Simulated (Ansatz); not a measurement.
Start from SiC in the wurtzite structure (space group P6_3mc, No. 186; a = 3.076 Å, c = 5.048 Å).

Modification: a hydrostatic pressure of 0.7 GPa.

Levels (all Ansatz, a program for electronic structure, PAW): PBEsol (420 eV, spin-orbit coupling left out); r2SCAN (500 eV, no SOC); HSE06 (420 eV, no SOC).

At the geometry relaxed with PBEsol, these levels gave the following band gaps, in shuffled order: (a) 2.12 eV, (b) 2.65 eV, (c) 3.16 eV.

Task: Match each gap to its level.

Result: (a) PBEsol; (b) r2SCAN; (c) HSE06.

Single points use the geometry relaxed with PBEsol. The hybrid gap comes from the SCF mesh plus the semilocal run's edge points and a few special points and is an upper bound. Load acts through the strain it causes; cell and atoms are relaxed under it. Whether these cells are dynamically stable was not tested.
